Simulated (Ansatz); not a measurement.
Start from TiC in the rock salt structure (space group Fm-3m, No. 225; a = 4.293 Å; relaxed with 0.1 eV smearing).

Computed with DFT with PBEsol, PAW potentials and a 420 eV plane-wave cutoff in Ansatz (a quantum-chemistry and plane-wave program), no spin-orbit coupling.

Before the change:

Pressure: 0.0 GPa
Band gap: zero

Now apply this change: an isotropic linear strain of +5.07 %; the atoms relax in the strained cell.

Q: What does the calculation give for the pressure, energy relative to the base and band gap after the change?

A: The pressure goes from zero to -29.4 GPa; the energy rises by 164 meV/atom; the band gap stays zero.

Stability against distortions was not tested. The base started in Pnma and relaxed to Fm-3m at this level. All final runs are without spin polarisation.
